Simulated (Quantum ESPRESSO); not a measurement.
A self-consistent single point of Al2Cu (P1, 3 atoms in the cell) with Quantum ESPRESSO.

Level of theory: LDA (PZ), GBRV 1.5 ultrasoft (LDA) pseudopotentials (plane waves; Quantum ESPRESSO).

The change in words: lattice scaled by 0.98. Reference geometry:
```yaml
crystal:
  lattice:
    - [4.10518, 0.00000, 0.00000]
    - [0.00000, 4.10518, 0.00000]
    - [0.00000, 0.00000, 2.89131]
  atoms:
    - { symbol: Al, position: [0.51385, 0.00099, 0.48325] }
    - { symbol: Al, position: [0.97680, 0.52051, 0.50282] }
    - { symbol: Cu, position: [0.00935, 0.97850, 0.01393] }
```

Reference input (self-consistent single point, DFT, LDA (PZ), plane waves, GBRV 1.5 ultrasoft (LDA) pseudopotentials): ecutwfc = 50 Ry; ecutrho = 400 Ry; occupations = smearing; smearing = gaussian; degauss = 0.0073499 Ry; potentials = {Al: al_lda_v1.uspp.F.UPF, Cu: cu_lda_v1.2.uspp.F.UPF}; K_POINTS = automatic 7 7 10 0 0 0; conv_thr = 1e-10 Ry. This run's input differs from it in these lines:

```diff
@@ -32,5 +32,5 @@
 CELL_PARAMETERS angstrom
-   4.10518000     0.00000000     0.00000000
-   0.00000000     4.10518000     0.00000000
-   0.00000000     0.00000000     2.89131000
+   4.02307600     0.00000000     0.00000000
+   0.00000000     4.02307600     0.00000000
+   0.00000000     0.00000000     2.83348400
```

Output, abridged:

```
     Self-consistent Calculation

     iteration #  1     ecut=    50.00 Ry     beta= 0.70

---- Real-time Memory Report at c_bands before calling an iterative solver
           177 MiB given to the printing process from OS
           144 MiB allocation reported by mallinfo(arena+hblkhd)
------------------

     total energy              =    -412.56564014 Ry
     estimated scf accuracy    <       5.70628409 Ry

     iteration #  2     ecut=    50.00 Ry     beta= 0.70

---- Real-time Memory Report at c_bands before calling an iterative solver
           328 MiB given to the printing process from OS
   [... lines left out ...]

---- Real-time Memory Report at c_bands before calling an iterative solver
           332 MiB given to the printing process from OS
           189 MiB allocation reported by mallinfo(arena+hblkhd)
------------------

     total energy              =    -416.83677732 Ry
     estimated scf accuracy    <          2.4E-10 Ry

     iteration # 17     ecut=    50.00 Ry     beta= 0.70

---- Real-time Memory Report at c_bands before calling an iterative solver
           332 MiB given to the printing process from OS
           189 MiB allocation reported by mallinfo(arena+hblkhd)
------------------
     End of self-consistent calculation

     the Fermi energy is     9.5573 ev

!    total energy              =    -416.83677732 Ry
     estimated scf accuracy    <          4.9E-11 Ry
     smearing contrib. (-TS)   =      -0.00040726 Ry
     internal energy E=F+TS    =    -416.83637006 Ry

     convergence has been achieved in  17 iterations

     Forces acting on atoms (cartesian axes, Ry/au):

     atom    1 type  1   force =    -0.02092126    0.00963148    0.01116501
     atom    2 type  1   force =     0.01334002   -0.05993876    0.00456219
     atom    3 type  2   force =     0.00758123    0.05030728   -0.01572720

     Total force =     0.085336     Total SCF correction =     0.000002

          total   stress  (Ry/bohr**3)                   (kbar)     P=       19.98
   0.00009514  -0.00002617  -0.00000899           14.00       -3.85       -1.32
  -0.00002617   0.00019263  -0.00003281           -3.85       28.34       -4.83
  -0.00000899  -0.00003281   0.00011964           -1.32       -4.83       17.60

   JOB DONE.
```

The run converged in 17 iterations. Against the reference run the free energy drops by 4.5 meV/atom, the pressure goes from -3.79 to 2.00 GPa and the largest force goes from 1.264 to 1.583 eV/Å. The full log also holds: “c_bands:  1 eigenvalues not converged”.

The starting cell comes from a database of computed structures (which also holds hypothetical and non-ambient phases and stackings), without a prior relaxation at this level. Its atoms were displaced at random from the sites of space group no. 123. For this run, on top of that: lattice scaled by 0.98. Spin polarisation is off. Forces in this geometry exceed 1 eV/Å.

Cost on one core of a shared machine: roughly 5 min.
